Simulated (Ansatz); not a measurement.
Terminations of the (0001) surface of hcp Ru, measured from the surface 'clean 1x1'. Atoms come from or go to: Ag: fcc Ag, Al: fcc Al, Cu: fcc Cu, Ni: fcc Ni, ferromagnetic, Pt: fcc Pt, Ru: hcp Ru, Se: trigonal Se, Si: silicon, Ta: bcc Ta, Te: trigonal Te, Ti: hcp Ti, V: bcc V. ΔE is the energy of forming the row's surface from that one (negative: more stable at these reservoirs); the vacuum level's shift is aligned on the shared bottom. No zero-point or thermal terms. These are constructed structures in small cells; real faces may alloy, dewet or reconstruct in larger ones, and not all known structures of the face are among them. Slabs of about 11 Å, Fermi-Dirac smearing of 0.1 eV. Bottom of the slabs: a bare face, its two planes held. Relaxed from the named starts with such symmetry as they have, on meshes of like density; energies extrapolated to zero smearing; spin only where a row says so; no spin-orbit coupling, no U. Brackets mark spin-polarised runs, whose order is one that fits the cell. A dash marks a value that is undefined for that row (no clear gap, or no work function of a gapped slab) or was not read reliably on its mesh.

All values below come from PBE (plane waves to 420 eV, PAW; Ansatz, a first-principles code).

```json
[
 {"surface": "a pseudomorphic layer of Ta in the host's stacking", "atoms added per 1x1": "+1 Ta", "ΔE per 1x1 (eV)": "0.28", "shift of the vacuum level (eV)": "0.22", "work function (eV)": "5.20"},
 {"surface": "p(2x2) layer of Se, one a cell, on the site that continues the host's stacking", "atoms added per 1x1": "+0.25 Se", "ΔE per 1x1 (eV)": "-0.63", "shift of the vacuum level (eV)": "-0.17", "work function (eV)": "4.81"},
 {"surface": "a pseudomorphic layer of Al in the host's stacking", "atoms added per 1x1": "+1 Al", "ΔE per 1x1 (eV)": "___", "shift of the vacuum level (eV)": "-0.65", "work function (eV)": "4.35"},
 {"surface": "a layer of Pt in place of the third plane", "atoms added per 1x1": "+1 Pt, -1 Ru", "ΔE per 1x1 (eV)": "___", "shift of the vacuum level (eV)": "-0.07", "work function (eV)": "4.94"},
 {"surface": "a pseudomorphic layer of Ag in the host's stacking", "atoms added per 1x1": "+1 Ag", "ΔE per 1x1 (eV)": "-0.24", "shift of the vacuum level (eV)": "-0.39", "work function (eV)": "4.60"},
 {"surface": "a layer of Si in place of the third plane", "atoms added per 1x1": "-1 Ru, +1 Si", "ΔE per 1x1 (eV)": "-0.36", "shift of the vacuum level (eV)": "0.04", "work function (eV)": "5.07"},
 {"surface": "p(2x2) layer of Te, one a cell, on the site that continues the host's stacking", "atoms added per 1x1": "+0.25 Te", "ΔE per 1x1 (eV)": "-0.58", "shift of the vacuum level (eV)": "-0.47", "work function (eV)": "4.52"},
 {"surface": "a layer of V in place of the third plane [spin start, no net moment]", "atoms added per 1x1": "-1 Ru, +1 V", "ΔE per 1x1 (eV)": "-0.05", "shift of the vacuum level (eV)": "-0.14", "work function (eV)": "4.88"},
 {"surface": "a layer of Cu in place of the third plane", "atoms added per 1x1": "+1 Cu, -1 Ru", "ΔE per 1x1 (eV)": "___", "shift of the vacuum level (eV)": "-0.17", "work function (eV)": "4.84"},
 {"surface": "a layer of Si in place of the second plane", "atoms added per 1x1": "-1 Ru, +1 Si", "ΔE per 1x1 (eV)": "___", "shift of the vacuum level (eV)": "0.02", "work function (eV)": "4.96"},
 {"surface": "a layer of Ni in place of the second plane [spin start, no net moment]", "atoms added per 1x1": "+1 Ni, -1 Ru", "ΔE per 1x1 (eV)": "___", "shift of the vacuum level (eV)": "0.31", "work function (eV)": "5.30"},
 {"surface": "a pseudomorphic layer of Ti in the host's stacking", "atoms added per 1x1": "+1 Ti", "ΔE per 1x1 (eV)": "-0.18", "shift of the vacuum level (eV)": "-0.50", "work function (eV)": "4.48"}
]
```

### Question
Fill in the missing entries.

### Answer

- a pseudomorphic layer of Al in the host's stacking, ΔE per 1x1 (eV): -0.89
- a layer of Pt in place of the third plane, ΔE per 1x1 (eV): 0.04
- a layer of Cu in place of the third plane, ΔE per 1x1 (eV): 0.44
- a layer of Si in place of the second plane, ΔE per 1x1 (eV): -0.79
- a layer of Ni in place of the second plane [spin start, no net moment], ΔE per 1x1 (eV): 0.49
